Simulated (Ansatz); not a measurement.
# What Al → Tl does to Sc2Al

Base system: Sc₂Al (space group P6_3/mmc, No. 194; a = 4.8496 Å, c = 6.0902 Å; a cell from a computed database, its experimental status unchecked).

It is then changed as follows: every Al is replaced by Tl, then cell and atoms are relaxed.

All numbers come from Ansatz (an electronic-structure program), PBEsol, PAW, cutoff 420 eV, no spin-orbit coupling. Settings: 11×11×8 k-points, 0.05 eV Fermi–Dirac smearing.

The volume per atom rises by 1.702 Å³ (20.67 Å³ → 22.38 Å³) and the density goes up by 4.15 g/cm³, from 3.13 g/cm³ to 7.28 g/cm³. The lattice parameter a rises by 0.150 Å (4.850 Å → 5.000 Å) and the c/a ratio falls by 0.016, from 1.256 to 1.240. The space group is still P6_3/mmc (No. 194) and the band gap remains zero.

Cost of the whole job for the changed cell (relaxation, final SCF and bands): roughly 7 core-minutes.

With Tl present, leaving out spin-orbit coupling can change the band edges. No phonon test of stability was made. As relaxed here, Sc2Tl is a hypothetical phase, not in the database extracts checked. All final runs are without spin polarisation. Sc2Tl and Sc2Al have a high density of states at the Fermi level and may be magnetic at this level.
